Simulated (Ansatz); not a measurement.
System: DyAg2 (I4/mmm, No. 139). Method: r²SCAN in Ansatz (PAW).

Numerical settings: plane-wave cutoff 500 eV, 20×20×20 k mesh, Fermi–Dirac smearing 0.1 eV, spin-polarised start, scalar-relativistic PAW data made under PBE.

Computed at the level's own relaxed cell.

Q: What does this level give for the equilibrium volume per atom, lattice constant a and c axis length?

A: 
equilibrium volume per atom: 21.63 Å³/atom
lattice constant a: 3.717 Å
c axis length: 9.395 Å

Note: the magnetic order was assumed, not searched for or taken from measurement; the 4f shell is treated without U or exact exchange, so its levels and filling can be wrong.

Spin–orbit coupling is not included.

Ansatz is an electronic-structure program.
